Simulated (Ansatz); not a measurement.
A computed series for HgTe: pressure series

Consider HgTe in the zinc blende structure (space group F-43m, No. 216).

```xyz
2
Lattice="0.0000 3.3253 3.3253 3.3253 0.0000 3.3253 3.3253 3.3253 0.0000" Properties=species:S:1:pos:R:3 pbc="T T T"
Te     4.9880     4.9880     4.9880
Hg     0.0000     0.0000     0.0000
```

Cell and atoms are relaxed at each pressure.

Computed with Kohn–Sham DFT with the PBE functional, run in Ansatz (a quantum-chemistry and plane-wave program) with PAW and 420 eV plane waves, no spin-orbit coupling, earlier PAW set.

```
P (GPa)  V (Å³/atom)
-------  -----------
-2.00         39.447
-1.01         37.973
0.88          35.889
2.10          34.857
4.49          33.234
9.00          31.031
15.00         28.996
22.50         27.186
30.00         25.830
```

**Question.** Fit a third-order Birch–Murnaghan equation of state.

**Answer.** Least squares on P(V) = (3B₀/2)[(V₀/V)^(7/3) − (V₀/V)^(5/3)]·[1 + (3/4)(B₀′ − 4)((V₀/V)^(2/3) − 1)] gives V₀ = 36.78 Å³/atom, B₀ = 34 GPa and B₀′ = 5.1.

Measured bulk modulus of HgTe: 42.3 GPa (temperature not stated; as listed in Cormac Toher et al., Physical Review Materials (2017)); the computed value is for a static lattice, so the two differ by thermal effects too.

Load acts through the strain it causes; cell and atoms are relaxed under it. Stability against distortions was not tested. Tetrahedral semiconductors of this kind turn to denser phases somewhere between about 1 and 50 GPa; those were not computed, so compressed cells here can lie past the real transition. The final runs are not spin-polarised.
